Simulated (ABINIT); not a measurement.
## Worked example: self-consistent single point of Cu₃Sn (Fm-3m, 4 atoms in the cell) in ABINIT

Method: PBEsol, PAW (JTH v2.0 PBE PAW, files made for PBE) (plane waves; ABINIT 10.0.3).

Input as run:

```
# Cu3Sn, JTH v2.0 PBE PAW
pp_dirpath "./"
pseudos "Cu.GGA_PBE-JTH.xml, Sn.GGA_PBE-JTH.xml"
acell 3*1.0
rprim
        -0.0000000000    5.8586990069    5.8586990069
         5.8586990069   -0.0000000000    5.8586990069
         5.8586990069    5.8586990069   -0.0000000000
natom 4
ntypat 2
znucl 29 50
typat 1 1 1 2
xcart
         3.1002900000    3.1002900000    3.1002900000
         4.6504350000    4.6504350000    4.6504350000
         1.5501450000    1.5501450000    1.5501450000
         0.0000000000    0.0000000000    0.0000000000
      Angstrom
ecut 30
pawecutdg 60
pawxcdev 0
ixc -116133
occopt 3
tsmear 0.00367493
nband 46
kptopt 1
ngkpt 9 9 9
nshiftk 1
shiftk 0 0 0
nstep 50
tolvrs 1.0e-11
prtwf 0
prtden 0
enunit 2
```

Output, abridged:

```
 Symmetries : space group Fm -3 m (#225); Bravais cF (face-center cubic)

 -outvars: echo values of preprocessed input variables --------
            acell      1.0000000000E+00  1.0000000000E+00  1.0000000000E+00 Bohr
             ecut      3.00000000E+01 Hartree
           enunit           2
              ixc     -116133
         kptrlatt        9    0    0      0    9    0      0    0    9
          kptrlen      7.45690643E+01
            natom           4
            nband          46
            ngfft          45      45      45
          ngfftdg          60      60      60
             nkpt          35
            nstep          50
             nsym          48
           ntypat           2
           occopt           3
        pawecutdg      6.00000000E+01 Hartree
         pawxcdev           0
            rprim     -0.0000000000E+00  5.8586990069E+00  5.8586990069E+00
                       5.8586990069E+00 -0.0000000000E+00  5.8586990069E+00
                       5.8586990069E+00  5.8586990069E+00 -0.0000000000E+00
          spgroup         225
           tolvrs      1.00000000E-11
           tsmear      3.67493000E-03 Hartree
            typat      1  1  1  2
           useylm           1
             xred      5.0000000000E-01  5.0000000000E-01  5.0000000000E-01
                       7.5000000000E-01  7.5000000000E-01  7.5000000000E-01
                       2.5000000000E-01  2.5000000000E-01  2.5000000000E-01
                       0.0000000000E+00  0.0000000000E+00  0.0000000000E+00
            znucl       29.00000   50.00000

== DATASET  1 ==================================================================

 Real(R)+Recip(G) space primitive vectors, cartesian coordinates (Bohr,Bohr^-1):
 R(1)=  0.0000000  5.8586990  5.8586990  G(1)= -0.0853432  0.0853432  0.0853432
 R(2)=  5.8586990  0.0000000  5.8586990  G(2)=  0.0853432 -0.0853432  0.0853432
 R(3)=  5.8586990  5.8586990  0.0000000  G(3)=  0.0853432  0.0853432 -0.0853432
 Unit cell volume ucvol=  4.0219212E+02 bohr^3
 Angles (23,13,12)=  6.00000000E+01  6.00000000E+01  6.00000000E+01 degrees

 Coarse grid specifications (used for wave-functions):

 getcut: wavevector=  0.0000  0.0000  0.0000  ngfft=  45  45  45
         ecut(hartree)=     30.000   => boxcut(ratio)=   2.15383

 Fine grid specifications (used for densities):

 getcut: wavevector=  0.0000  0.0000  0.0000  ngfft=  60  60  60
         ecut(hartree)=     60.000   => boxcut(ratio)=   2.07680

   9.75227870E+03                                ecore*ucvol(ha*bohr**3)

_setup2: Arith. and geom. avg. npw (full set) are    3155.615    3155.606

--- !BeginCycle
solver: {iscf: 17, nstep: 50, nline: 4, wfoptalg: 10, }
tolerances: {tolvrs: 1.00E-11, }
...

     iter   Etot(hartree)      deltaE(h)  residm     nres2
 ETOT  1  -655.10869879355    -6.551E+02 3.648E+01 1.261E+02
 ETOT  2  -663.43845452907    -8.330E+00 1.301E-01 1.363E+02
 ETOT  3  -663.26665729835     1.718E-01 7.594E-02 6.626E+00
 ETOT  4  -663.26144557281     5.212E-03 5.436E-02 2.713E+00
 ETOT  5  -663.26169574161    -2.502E-04 7.495E-03 1.304E+00
 ETOT  6  -663.26059583488     1.100E-03 8.203E-03 5.209E-02
   [... 7 lines left out ...]
 ETOT 14  -663.26071359183    -3.135E-10 3.173E-04 2.984E-08
 ETOT 15  -663.26071359182     1.614E-11 2.721E-04 2.339E-09
 ETOT 16  -663.26071359181     4.889E-12 2.317E-04 6.419E-10
 ETOT 17  -663.26071359182    -7.390E-12 2.331E-04 1.268E-11
 ETOT 18  -663.26071359180     1.285E-11 1.610E-04 5.344E-12

 At SCF step   18       nres2   =  5.34E-12 < tolvrs=  1.00E-11 =>converged.

 Cartesian components of stress tensor (hartree/bohr^3)
  sigma(1 1)=  2.73090372E-04  sigma(3 2)=  0.00000000E+00
  sigma(2 2)=  2.73090372E-04  sigma(3 1)=  0.00000000E+00
  sigma(3 3)=  2.73090372E-04  sigma(2 1)=  0.00000000E+00

 ----iterations are completed or convergence reached----

 reduced coordinates (array xred) for    4 atoms
       0.500000000000      0.500000000000      0.500000000000
       0.750000000000      0.750000000000      0.750000000000
       0.250000000000      0.250000000000      0.250000000000
       0.000000000000      0.000000000000      0.000000000000
 cartesian forces (eV/Angstrom) at end:
    1      0.00000000000000    -0.00000000000000     0.00000000000000
    2      0.00000000000000    -0.00000000000000     0.00000000000000
    3     -0.00000000000000     0.00000000000000    -0.00000000000000
    4      0.00000000000000    -0.00000000000000     0.00000000000000
 frms,max,avg= 3.9974967E-30 6.9238674E-30   0.000E+00  0.000E+00  0.000E+00 e/A
 length scales=  1.000000000000  1.000000000000  1.000000000000 bohr
              =  0.529177208590  0.529177208590  0.529177208590 angstroms
 Fermi (or HOMO) energy (hartree) =   0.27715   Average Vxc (hartree)=  -0.42979
 Eigenvalues (hartree) for nkpt=  35  k points:
 kpt#   1, nband= 46, wtk=  0.00137, kpt=  0.0000  0.0000  0.0000 (reduced coord)
  -3.86772   -3.86770   -3.85237   -2.30699   -2.30699   -2.30699   -2.30685   -2.30685
  -2.30685   -2.29171   -2.29171   -2.29171   -0.51503   -0.51503   -0.51503   -0.51341
  -0.51341   -0.13260    0.11360    0.11360    0.11360    0.12522    0.12522    0.14983
   0.14983    0.14983    0.17730    0.17730    0.17730    0.17852    0.17852    0.18654
   0.18654    0.32283    0.35739    0.35739    0.35739    0.40046    0.40046    0.40046
   0.42057    0.46287    0.46287    0.46287    0.62767    0.62777
      occupation numbers for kpt#   1
   2.00000    2.00000    2.00000    2.00000    2.00000    2.00000    2.00000    2.00000
   2.00000    2.00000    2.00000    2.00000    2.00000    2.00000    2.00000    2.00000
   2.00000    2.00000    2.00000    2.00000    2.00000    2.00000    2.00000    2.00000
   2.00000    2.00000    2.00000    2.00000    2.00000    2.00000    2.00000    2.00000
   2.00000    0.00001    0.00000    0.00000    0.00000    0.00000    0.00000    0.00000
   0.00000    0.00000    0.00000    0.00000    0.00000    0.00000
 prteigrs : prtvol=0 or 1, do not print more k-points.

 Fermi (or HOMO) energy (eV) =   7.54160   Average Vxc (eV)= -11.69507
 Eigenvalues (   eV  ) for nkpt=  35  k points:
 kpt#   1, nband= 46, wtk=  0.00137, kpt=  0.0000  0.0000  0.0000 (reduced coord)
-105.24605 -105.24536 -104.82826  -62.77644  -62.77644  -62.77644  -62.77264  -62.77264
 -62.77264  -62.36059  -62.36059  -62.36059  -14.01466  -14.01466  -14.01466  -13.97065
 -13.97065   -3.60829    3.09121    3.09121    3.09121    3.40745    3.40745    4.07719
   4.07719    4.07719    4.82459    4.82459    4.82459    4.85782    4.85782    5.07593
   5.07593    8.78468    9.72504    9.72504    9.72504   10.89705   10.89705   10.89705
  11.44431   12.59523   12.59523   12.59523   17.07968   17.08260
 prteigrs : prtvol=0 or 1, do not print more k-points.

--- !EnergyTerms
comment             : Components of total free energy in Hartree
kinetic             :  4.47349733701030E+01
hartree             :  1.62927130263580E+02
xc                  : -1.49291895028246E+01
Ewald energy        : -3.94363109981247E+02
psp_core            :  2.42478115844840E+01
local_psp           : -4.04864752974617E+02
spherical_terms     : -8.10126149419109E+01
internal            : -6.63259752182433E+02
'-kT*entropy'       : -9.60131275693796E-04
total_energy        : -6.63260712313709E+02
total_energy_eV     : -1.80482418420254E+04
...

-Cartesian components of stress tensor (GPa)         [Pressure= -8.0346E+00 GPa]
- sigma(1 1)=  8.03459479E+00  sigma(3 2)=  0.00000000E+00
- sigma(2 2)=  8.03459479E+00  sigma(3 1)=  0.00000000E+00
- sigma(3 3)=  8.03459479E+00  sigma(2 1)=  0.00000000E+00

 Calculation completed.
```

The run converged in 18 iterations.

The starting cell comes from a database of computed structures (which also holds hypothetical and non-ambient phases and stackings), without a prior relaxation at this level. Its lattice was rescaled by a random factor within 2.5 % of one. Spin polarisation is off. The potentials were made for another functional than the one used. With a pressure of about -8 GPa the cell is away from its equilibrium volume at this level.

Cost on one core of a shared machine: roughly 20 min.
